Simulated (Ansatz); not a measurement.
The reference is Mg3Sb2 (space group P-3m1, No. 164).

```yaml
crystal:
  lattice:
    - [4.56852, 0.00000, 0.00000]
    - [-2.28426, 3.95646, 0.00000]
    - [0.00000, 0.00000, 7.24992]
  atoms:
    - { symbol: Sb, position: [0.33333, 0.66667, 0.22871] }
    - { symbol: Sb, position: [0.66667, 0.33333, 0.77129] }
    - { symbol: Mg, position: [0.00000, 0.00000, 0.00000] }
    - { symbol: Mg, position: [0.33333, 0.66667, 0.63356] }
    - { symbol: Mg, position: [0.66667, 0.33333, 0.36644] }
```

Cartesian axes are those of the cell as printed.

All numbers come from plane-wave PAW DFT at the r2SCAN level (Ansatz, an electronic-structure program, 500 eV), no spin-orbit coupling, earlier PAW set.

Strains are applied to the cell and any free atomic positions relax; under biaxial strain the out-of-plane vector relaxes too.

One change was made to it. Results:

| quantity | base | after |
|---|---|---|
| shortest interatomic distance | 2.820 Å | 2.806 Å |
| pressure (mean of the normal stresses, compression positive) | 0.00 GPa | 0.81 GPa |
| smallest direct gap | 1.78 eV | 1.76 eV |

Which of these changes matches the shifts?
(A) isotropic strain +2.12 %
(B) biaxial strain +1.88 %, plane normal [001], relaxed out of plane
(C) strain tensor (xx, yy, zz, yz, xz, xy) = (−1.20, +0.31, −0.76, +0.31, +0.84, +0.39) %
(D) isotropic strain +5.68 %

C, strain tensor (xx, yy, zz, yz, xz, xy) = (−1.20, +0.31, −0.76, +0.31, +0.84, +0.39) %. For comparison, the pressure in the other runs: isotropic strain +2.12 % gives -2.54 GPa; biaxial strain +1.88 %, plane normal [001], relaxed out of plane gives -1.28 GPa; isotropic strain +5.68 % gives -5.38 GPa.

With Sb present, leaving out spin-orbit coupling can change the band edges. Stability against distortions was not tested.
